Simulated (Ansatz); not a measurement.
Consider GaSb in the zinc blende structure (space group F-43m, No. 216; a = 6.132 Å).

Calculations: r2SCAN (Ansatz, a quantum-chemistry and plane-wave program, PAW, no spin-orbit coupling).

For the base:

- Gap character: direct at Γ

Now apply this change: electron doping at 3.0×10^21 cm⁻³ (0.173 per cell), with a uniform compensating background at fixed cell and a 300 K Fermi–Dirac width.

Predict the new Fermi level from band edge and gap character.

The Fermi level relative to the doped band's edge (positive inside the band; to 0.05 eV) comes out as +0.95 eV; the gap character is still direct at Γ.

Carriers are added with a uniform compensating background; total energy and stress of such cells depend on the potential's zero and are not compared; many-body gap narrowing is missing at this level. Spin-orbit coupling, missing from the scalar runs, can matter with Sb. Stability against distortions was not tested.
